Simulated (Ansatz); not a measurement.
**Effect of C → H on TiC**

Take TiC in the rock salt structure (space group Fm-3m, No. 225; a = 4.328 Å) as the base.

Perturbation: H takes the place of C on all its sites; the structure is relaxed again.

Calculations: plane-wave PAW DFT at the r2SCAN level (Ansatz, an electronic-structure program, 500 eV), no SOC. k-mesh 19×19×19 (Γ-centred); smearing 0.05 eV (Fermi–Dirac), for the changed cell.

The density shrinks by 0.44 g/cm³ (4.91 g/cm³ → 4.47 g/cm³) and the space group is still Fm-3m (No. 225). The shortest interatomic distance drops by 0.077 Å, from 2.164 Å to 2.087 Å and the band gap remains zero.

Final structure:

```
CELL_PARAMETERS angstrom
      0.00000     2.08686     2.08686
      2.08686     0.00000     2.08686
      2.08686     2.08686     0.00000
ATOMIC_POSITIONS crystal
  H  0.00000 0.00000 0.00000
  Ti 0.50000 0.50000 0.50000
```

No phonon test of stability was made. For TiH in this form, whether it has been made was not checked. All final runs are without spin polarisation. An odd electron count without spin: TiH. TiH has a high density of states at the Fermi level and may be magnetic at this level.
